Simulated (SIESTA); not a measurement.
A self-consistent single point of HgS (F-43m, 2 atoms in the cell) with SIESTA.

Method of the run: GGA PBE, numerical atomic orbitals TZP, PseudoDojo PBE standard norm-conserving potentials (rewritten from UPF to PSML) (SIESTA).

The change in words: lattice scaled by 0.98. Reference geometry:
```yaml
crystal:
  lattice:
    - [0.00000, 2.92500, 2.92500]
    - [2.92500, 0.00000, 2.92500]
    - [2.92500, 2.92500, 0.00000]
  atoms:
    - { symbol: Hg, position: [0.00000, 0.00000, 0.00000] }
    - { symbol: S, position: [0.25000, 0.25000, 0.25000] }
```

Reference input (self-consistent single point, DFT, GGA PBE, numerical atomic orbitals TZP, PseudoDojo PBE standard norm-conserving potentials (rewritten from UPF to PSML)): XC.functional = GGA; XC.authors = PBE; potentials = PseudoDojo PBE standard; PAO.BasisSize = TZP; PAO.EnergyShift = 0.005 Ry; MeshCutoff = 300 Ry; kgrid.MonkhorstPack = 5 5 5; OccupationFunction = FD; ElectronicTemperature = 0.01 eV; MaxSCFIterations = 150; SCF.Mixer.Method = Pulay; SCF.Mixer.Weight = 0.25. This run's input differs from it in these lines:

```diff
@@ -12,5 +12,5 @@
 %block LatticeVectors
-     0.000000000    5.527448915    5.527448915
-     5.527448915    0.000000000    5.527448915
-     5.527448915    5.527448915    0.000000000
+     0.000000000    5.416899936    5.416899936
+     5.416899936    0.000000000    5.416899936
+     5.416899936    5.416899936    0.000000000
 %endblock LatticeVectors
@@ -19,3 +19,3 @@
      0.000000000    0.000000000    0.000000000  1
-     2.763724457    2.763724457    2.763724457  2
+     2.708449968    2.708449968    2.708449968  2
 %endblock AtomicCoordinatesAndAtomicSpecies
```

The program printed (abridged):

```
        iscf     Eharris(eV)        E_KS(eV)     FreeEng(eV)     dDmax    Ef(eV) dHmax(eV)
   scf:    1    -4775.444629    -4808.539074    -4808.540773  1.439998 -0.282971 32.557297
   scf:    2    -4843.939563    -4830.736877    -4830.737183  1.034973 -1.985839  8.482868
   scf:    3    -4832.522001    -4831.861868    -4831.862174  0.275032 -2.303439  2.032557
   scf:    4    -4831.338460    -4831.714417    -4831.714723  0.215986 -2.841657  3.501159
   scf:    5    -4832.020648    -4831.904565    -4831.904872  0.137272 -2.675551  0.591091
   scf:    6    -4831.911178    -4831.910614    -4831.910920  0.036450 -2.634275  0.164288
   scf:    7    -4831.911294    -4831.911042    -4831.911348  0.006691 -2.648713  0.019179
   scf:    8    -4831.911051    -4831.911048    -4831.911354  0.000965 -2.650384  0.000103
mix: Pulay -- inversion failed, > SVD [rank/size] 4 / 7
   scf:    9    -4831.911048    -4831.911048    -4831.911354  0.000028 -2.650425  0.000730
   scf:   10    -4831.911048    -4831.911048    -4831.911354  0.000045 -2.650362  0.000105
mix: Pulay -- inversion failed, > SVD [rank/size] 4 / 7
   scf:   11    -4831.911048    -4831.911048    -4831.911354  0.000005 -2.650371  0.000002
SCF Convergence by DM+H criterion
max |DM_out - DM_in|         :     0.0000046673
max |H_out - H_in|      (eV) :     0.0000015424
SCF cycle converged after 11 iterations

Using DM_out to compute the final energy and forces

siesta: E_KS(eV) =            -4831.9110

siesta: E_KS - E_eggbox =     -4831.9110

siesta: Atomic forces (eV/Ang):
     1    0.000047    0.000047    0.000047
     2   -0.000048   -0.000048   -0.000048
   Tot   -0.000001   -0.000001   -0.000001
   Max    0.000048
   Res    0.000048    sqrt( Sum f_i^2 / 3N )
   Max    0.000048    constrained

Stress tensor Voigt[x,y,z,yz,xz,xy] (kbar):      -89.09      -89.09      -89.09       -0.06       -0.06       -0.06
(Free)E + p*V (eV/cell)    -4829.2919
Target enthalpy (eV/cell)    -4831.9114

siesta: Program's energy decomposition (eV):
siesta: FreeEng =     -4831.911354

   [... lines left out ...]
siesta: Cell volume =         47.107042 Ang**3
siesta:          89.09053748         89.09286001  kBar
   [... lines left out ...]
               3Pdx2-y2
   2  6.638   1.546  -0.143   0.375   1.457   1.457   1.457  -0.325  -0.325
             -0.325   0.427   0.427   0.427   0.037   0.037   0.036   0.037

              0.036

mulliken: Qtot =       26.000

Mulliken Atomic Populations:
Atom #   charge [q] valence [e]  Species
     1     0.637907   19.362093  Hg
     2    -0.637907    6.637907  S
 Total    -0.000000
```

The run converged in 11 iterations. Against the reference run the free energy goes up by 54.8 meV/atom and the pressure goes from 3.45 to 8.91 GPa.

The starting cell has typed, rounded lattice constants, without a prior relaxation at this level. For this run, on top of that: lattice scaled by 0.98. Values carry the incompleteness of an atom-centred basis. With a pressure of about 9 GPa the cell is away from its equilibrium volume at this level. The run gives no clean gap (levels at the Fermi energy touch, overlap or are partly filled at this smearing), which alone does not show that the compound is a metal.
